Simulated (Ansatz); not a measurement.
Density of states of CsCaF3 (Pm-3m) above the conduction band minimum, PBEsol, rigid bands run with Ansatz (a quantum-chemistry and plane-wave program); cell volume 90.7 Å³.

(energy from edge (eV), 10⁻³ states/eV/cell): (0.006, 10.1); (0.031, 31.8); (0.056, 43.4); (0.081, 53.0); (0.106, 62.4); (0.131, 69.1); (0.156, 76.7); (0.181, 82.1); (0.206, 90.5); (0.231, 98.6); (0.256, 106); (0.281, 112); (0.319, 122); (0.344, 128); (0.369, 134); (0.394, 142); (0.419, 146); (0.444, 157); (0.469, 161); (0.494, 171); (0.519, 173); (0.544, 182); (0.569, 189); (0.594, 200)

Q: What effective density of states at 300 K does this give (∫ g(E) exp(−E/k_BT) dE, both spins, divided by the cell's size)?

A: 6.9e18 cm⁻³, a density-of-states mass of 0.42 mₑ, valleys and band degeneracy included.

Spin-orbit coupling is left out. Geometry: cell and atoms relaxed with PBEsol.

Computed structure with no diffraction record at hand here (it may be known, metastable or hypothetical): CsCaF3 (Pm-3m).
